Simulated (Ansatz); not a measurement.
Hypothetical zinc blende NaI, element substitutions

The reference is NaI in the zinc blende structure (space group F-43m, No. 216; a hypothetical phase, not in the database extracts checked).

```cif
data_INa
_chemical_formula_sum 'I1 Na1'
_space_group_name_H-M_alt 'P 1'
_space_group_IT_number 1
_cell_length_a 5.06531
_cell_length_b 5.06531
_cell_length_c 5.06531
_cell_angle_alpha 60.000
_cell_angle_beta 60.000
_cell_angle_gamma 60.000
loop_
_space_group_symop_operation_xyz
  'x, y, z'
loop_
_atom_site_label
_atom_site_type_symbol
_atom_site_fract_x
_atom_site_fract_y
_atom_site_fract_z
_atom_site_occupancy
I1 I 0.75000 0.75000 0.75000 1
Na1 Na 0.00000 0.00000 0.00000 1
```

Each row replaces one element on all its sites; cell and atoms are relaxed.

Levels (all Ansatz, a quantum-chemistry and plane-wave program, PAW): PBE (420 eV, without spin-orbit coupling); r2SCAN (500 eV, no spin-orbit coupling).

The base cell above is that of PBE; each level relaxes its own structures.

| case | band gap, PBE | band gap, r2SCAN |
|---|---|---|
| Na → K | 3.90 eV | 4.47 eV |
| Na → Cs | 3.72 eV | 4.29 eV |
| I → Cl | 4.85 eV | 5.55 eV |
| I → Sb | zero | zero |

The two levels differ by at most about 0.70 eV. They put the cases in the same order.

With I present, leaving out spin-orbit coupling can change the band edges. Stability against distortions was not tested. As relaxed here, KI, CsI, NaCl and NaSb are hypothetical phases, not in the database extracts checked. All final runs are without spin polarisation.
